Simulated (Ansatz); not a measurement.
**Al2O3: response to strain**

Start from Al2O3 in the corundum structure (space group R-3c, No. 167; a = 4.774 Å, c = 13.015 Å (hexagonal axes)). Axes: x lies along a and z along c of the hexagonal cell.

Strains are applied to the cell and any free atomic positions relax; under biaxial strain the out-of-plane vector relaxes too.

Method: DFT with PBEsol, PAW potentials and a 420 eV plane-wave cutoff in Ansatz (a program for electronic structure), without spin-orbit coupling.

Notes on the quantities. energy relative to the base: free energy F.

```json
[
 {"biaxial strain, plane normal [001], relaxed out of plane (%)": "-3", "energy relative to the base (meV/atom)": "28.8"},
 {"biaxial strain, plane normal [001], relaxed out of plane (%)": "-2.25", "energy relative to the base (meV/atom)": "?"},
 {"biaxial strain, plane normal [001], relaxed out of plane (%)": "-1.5", "energy relative to the base (meV/atom)": "7.0"},
 {"biaxial strain, plane normal [001], relaxed out of plane (%)": "-0.75", "energy relative to the base (meV/atom)": "1.7"},
 {"biaxial strain, plane normal [001], relaxed out of plane (%)": "0", "energy relative to the base (meV/atom)": "0.0"}
]
```

Task: Fit ΔE = Aε² + Bε³ (ε in %) to the rows shown and predict the withheld row.

Result: Least squares on the printed values gives A = 3.01 and B = -0.062 meV/atom (largest residual 0.0 meV/atom); this predicts 16.0 meV/atom, and the run gives 16.0 meV/atom, in agreement.

Whether these cells are dynamically stable was not tested.
